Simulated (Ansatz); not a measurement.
The reference is Sn in the diamond structure (space group Fd-3m, No. 227).

```
CELL_PARAMETERS angstrom
      0.00000     3.28324     3.28324
      3.28324     0.00000     3.28324
      3.28324     3.28324     0.00000
ATOMIC_POSITIONS crystal
  Sn 0.00000 0.00000 0.00000
  Sn 0.25000 0.25000 0.25000
```

The values are results of r2SCAN/PAW in Ansatz (an electronic-structure program), no spin-orbit coupling, not measurements.

For the base:

The pressure is 0.0 GPa and the band gap comes out as zero.

One thing is altered: an isotropic linear strain of −0.50 %, atoms relaxed at fixed cell.

Task: What happens to the energy relative to the base, pressure and band gap?

Result: The energy rises by 1.1 meV/atom; the pressure goes from zero to 0.7 GPa; the band gap is still zero.

Whether these cells are dynamically stable was not tested.
